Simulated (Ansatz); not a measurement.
Take BAs in the zinc blende structure (space group F-43m, No. 216) as the base.

```
BAs
1.0
    0.00000     2.38393     2.38393
    2.38393     0.00000     2.38393
    2.38393     2.38393     0.00000
As B
1 1
Cartesian
  3.57590   3.57590   3.57590
  0.00000   0.00000   0.00000
```

Cartesian axes are those of the cell as printed.

Calculations: Ansatz (a quantum-chemistry and plane-wave program) PBEsol, no spin-orbit coupling.

Strains are applied to the cell and any free atomic positions relax; under biaxial strain the out-of-plane vector relaxes too; under stress the whole cell relaxes.

One change was made to it. Results:

```csv
quantity,base,after
energy relative to the base (free energy F),0 meV/atom,+24 meV/atom
band gap,1.08 eV,1.02 eV
smallest direct gap,3.25 eV,3.33 eV
```

Task: Which change produced these results?
(A) uniaxial strain ε_xx = −2.53 %
(B) uniaxial stress, 8 GPa compression along x
(C) biaxial strain −4.42 %, plane normal [111], relaxed out of plane
(D) isotropic strain −2.06 %

Result: D, isotropic strain −2.06 %. For comparison, the band gap in the other runs: uniaxial strain ε_xx = −2.53 % gives 0.67 eV; biaxial strain −4.42 %, plane normal [111], relaxed out of plane gives 0.58 eV; uniaxial stress, 8 GPa compression along x gives 0.45 eV.

Stability under load was not tested beyond the relaxation.
